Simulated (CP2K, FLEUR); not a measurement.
A FLEUR input for a self-consistent single point of TiSb₂ (I4/mcm, 6 atoms in the cell) (DFT, PBEsol, all-electron FLAPW (FLEUR), scalar-relativistic valence):

Input of the input generator:

```
TiSb2
&input film=f /
-6.3333320690 6.3333320690 5.4764074119
6.3333320690 -6.3333320690 5.4764074119
6.3333320690 6.3333320690 -5.4764074119
1.0
1.0 1.0 1.0

6
22 0.2500000000 0.2500000000 -0.0000000000
22 0.7500000000 0.7500000000 -0.0000000000
51 0.6520400000 0.8479600000 0.5000000000
51 0.3479600000 0.1520400000 0.5000000000
51 0.8479600000 0.3479600000 0.1959200000
51 0.1520400000 0.6520400000 0.8040800000

&comp jspins=1 /
&exco xctyp='PBEs' /
&kpt div1=5 div2=5 div3=5 /
&end /
```

```xml
<?xml version="1.0" encoding="UTF-8" standalone="no"?>
<fleurInput fleurInputVersion="0.39">
   <comment>
      TiSb2                                                                                               
   </comment>
   <calculationSetup>
      <cutoffs Kmax="4.0" Gmax="16.0" GmaxXC="16.0" numbands="0"/>
      <scfLoop itmax="100" minDistance="0.00001" maxIterBroyd="15" imix="Anderson" alpha="0.05" precondParam="0.0" spinf="2.0"/>
      <coreElectrons ctail="T" frcor="F" kcrel="0" coretail_lmax="0"/>
      <xcFunctional name="PBEs" relativisticCorrections="F"/>
      <magnetism jspins="1"/>
      <soc l_soc="F" theta="0.0" phi="0.0" spav="F"/>
      <expertModes spex="0" secvar="F"/>
      <geometryOptimization l_f="T" forcealpha="1.0" forcemix="BFGS" epsdisp="0.00001" epsforce="0.00001"/>
      <ldaU l_linMix="F" mixParam="0.05" spinf="1.0"/>
   </calculationSetup>
   <cell>
      <bzIntegration valenceElectrons="84.0" mode="hist" fermiSmearingEnergy="0.00367493">
         <kPointListSelection listName="default-1"/>
         <!-- k-points included here -->
         <xi:include xmlns:xi="http://www.w3.org/2001/XInclude" href="kpts.xml"> </xi:include>
      </bzIntegration>
      <!-- symmetry operations included here -->
      <xi:include xmlns:xi="http://www.w3.org/2001/XInclude" href="sym.xml"> </xi:include>
      <bulkLattice scale="1.0">
         <bravaisMatrix>
            <row-1>   -6.3333320689999999     6.3333320689999999     5.4764074119000004</row-1>
            <row-2>    6.3333320689999999    -6.3333320689999999     5.4764074119000004</row-2>
            <row-3>    6.3333320689999999     6.3333320689999999    -5.4764074119000004</row-3>
         </bravaisMatrix>
      </bulkLattice>
   </cell>
   <atomSpecies>
      <species name="Titanium (Ti)" element="Ti" atomicNumber="22">
         <mtSphere radius="2.50" gridPoints="883" logIncrement="0.014"/>
         <atomicCutoffs lmax="10" lnonsphr="8"/>
         <electronConfig flipSpins="F">
            <coreConfig>(1s1/2) (2s1/2) (2p1/2) (2p3/2)</coreConfig>
            <valenceConfig>(3s1/2) (3p1/2) (3p3/2) (4s1/2) (3d3/2) (3d5/2)</valenceConfig>
            <stateOccupation state="(3d3/2)" spinUp="0.4" spinDown="0.4"/>
            <stateOccupation state="(3d5/2)" spinUp="0.6" spinDown="0.6"/>
         </electronConfig>
         <energyParameters s="4" p="4" d="3" f="4"/>
         <lo type="SCLO" l="0" n="3" eDeriv="0"/>
         <lo type="SCLO" l="1" n="3" eDeriv="0"/>
      </species>
      <species name="Antimony (Sb)" element="Sb" atomicNumber="51">
         <mtSphere radius="2.50" gridPoints="879" logIncrement="0.015"/>
         <atomicCutoffs lmax="10" lnonsphr="8"/>
         <electronConfig flipSpins="F">
            <coreConfig>(1s1/2) (2s1/2) (2p1/2) (2p3/2) (3s1/2) (3p1/2) (3p3/2) (4s1/2) (3d3/2) (3d5/2) (4p1/2) (4p3/2)</coreConfig>
            <valenceConfig>(5s1/2) (4d3/2) (4d5/2) (5p1/2) (5p3/2)</valenceConfig>
            <stateOccupation state="(5p1/2)" spinUp="0.5" spinDown="0.5"/>
            <stateOccupation state="(5p3/2)" spinUp="1.0" spinDown="1.0"/>
         </electronConfig>
         <energyParameters s="5" p="5" d="5" f="4"/>
         <lo type="SCLO" l="2" n="4" eDeriv="0"/>
      </species>
   </atomSpecies>
   <atomGroups>
      <atomGroup species="Titanium (Ti)">
         <relPos label="                   1">1.000/4.000 1.000/4.000 .0000000000</relPos>
         <relPos label="                   2">-1.000/4.000 -1.000/4.000 .0000000000</relPos>
         <force calculate="T" relaxXYZ="TTT"/>
      </atomGroup>
      <atomGroup species="Antimony (Sb)">
         <relPos label="                   3">-.3479600000 -.1520400000 1.000/2.000</relPos>
         <relPos label="                   4">.3479600000 .1520400000 1.000/2.000</relPos>
         <relPos label="                   5">-.1520400000 .3479600000 .1959200000</relPos>
         <relPos label="                   6">.1520400000 -.3479600000 -.1959200000</relPos>
         <force calculate="T" relaxXYZ="TTT"/>
      </atomGroup>
   </atomGroups>
   <output dos="F" band="F" slice="F">
      <checks vchk="F" cdinf="F"/>
      <bandDOS minEnergy="-.5*Htr" maxEnergy="0.5*Htr" sigma="0.015" storeEVData="T"/>
      <vacuumDOS vacdos="F" integ="F" star="F" nstars="0" locx1="0.0" locy1="0.0" locx2="0.0" locy2="0.0" nstm="0" tworkf="0.0"/>
      <unfoldingBand unfoldBand="F" supercellX="1" supercellY="1" supercellZ="1"/>
      <plotting iplot="0" polar="F">
         <plot TwoD="T" vec1="  1.0  0.0  0.0" vec2="  0.0  1.0  0.0" vec3="  0.0  0.0  1.0" zero="  0.0  0.0  0.0" file="plot"/>
      </plotting>
      <chargeDensitySlicing numkpt="0" minEigenval="0.0" maxEigenval="0.0" nnne="0" pallst="F"/>
      <specialOutput eonly="F"/>
      <magneticCircularDichroism mcd="F" energyLo="-10.0" energyUp="0.0"/>
   </output>
  <!-- We include the file relax.xml here to enable relaxations (see documentation) -->
  <xi:include xmlns:xi="http://www.w3.org/2001/XInclude" href="relax.xml"> <xi:fallback/> </xi:include>
</fleurInput>
```

**Question.** Write the same calculation as an input for CP2K.

**Answer.** One input that does it (others would too):

```
&GLOBAL
  PROJECT run
  RUN_TYPE ENERGY_FORCE
  PRINT_LEVEL MEDIUM
&END GLOBAL
&FORCE_EVAL
  METHOD Quickstep
  STRESS_TENSOR ANALYTICAL
  &DFT
    BASIS_SET_FILE_NAME BASIS_MOLOPT
    POTENTIAL_FILE_NAME GTH_POTENTIALS
    &QS
      METHOD GPW
      EPS_DEFAULT 1E-11
    &END QS
    &MGRID
      CUTOFF 600
      REL_CUTOFF 50
      NGRIDS 5
    &END MGRID
    &SCF
      SCF_GUESS ATOMIC
      EPS_SCF 1E-6
      MAX_SCF 100
      ADDED_MOS 8
      &DIAGONALIZATION
        ALGORITHM STANDARD
      &END DIAGONALIZATION
      &MIXING
        METHOD BROYDEN_MIXING
        ALPHA 0.3
        NBUFFER 10
      &END MIXING
      &SMEAR ON
        METHOD FERMI_DIRAC
        ELECTRONIC_TEMPERATURE [K] 1160.45
      &END SMEAR
    &END SCF
    &KPOINTS
      SCHEME MONKHORST-PACK 5 5 5
    &END KPOINTS
    &XC
      &XC_FUNCTIONAL
        &PBE
          PARAMETRIZATION PBESOL
        &END PBE
      &END XC_FUNCTIONAL
    &END XC
    &PRINT
      &MO
        EIGENVALUES T
        OCCUPATION_NUMBERS T
        NDIGITS 8
        FILENAME mo
        &EACH
          QS_SCF 0
        &END EACH
        ADD_LAST NUMERIC
      &END MO
      &MULLIKEN ON
      &END MULLIKEN
    &END PRINT
  &END DFT
  &SUBSYS
    &CELL
      ABC 5.55543400 5.55543364 5.55543400
      ALPHA_BETA_GAMMA 105.79036406 105.79035427 117.11405971
      PERIODIC XYZ
    &END CELL
    &COORD
      Ti       0.75586775     1.23622425     0.00000000
      Ti       2.26760325     3.70867275     0.00000000
      Sb       0.71949434     2.95685036     2.36983650
      Sb       0.79224166    -0.48440236     2.36983650
      Sb       3.53358485     1.23622415     0.92859673
      Sb      -2.02184885     1.23622385     3.81107627
    &END COORD
    &KIND Ti
      BASIS_SET DZVP-MOLOPT-SR-GTH-q12
      POTENTIAL GTH-PBE-q12
    &END KIND
    &KIND Sb
      BASIS_SET DZVP-MOLOPT-SR-GTH-q5
      POTENTIAL GTH-PBE-q5
    &END KIND
  &END SUBSYS
  &PRINT
    &FORCES ON
    &END FORCES
    &STRESS_TENSOR ON
    &END STRESS_TENSOR
  &END PRINT
&END FORCE_EVAL
```

Basis settings and potentials, where a program has them, do not carry over. This input uses DFT PBEsol, GPW, DZVP-MOLOPT-SR-GTH basis, GTH-PBE potentials (GTH_POTENTIALS).

The starting cell comes from a database of computed structures (which also holds hypothetical and non-ambient phases and stackings), without a prior relaxation at this level.
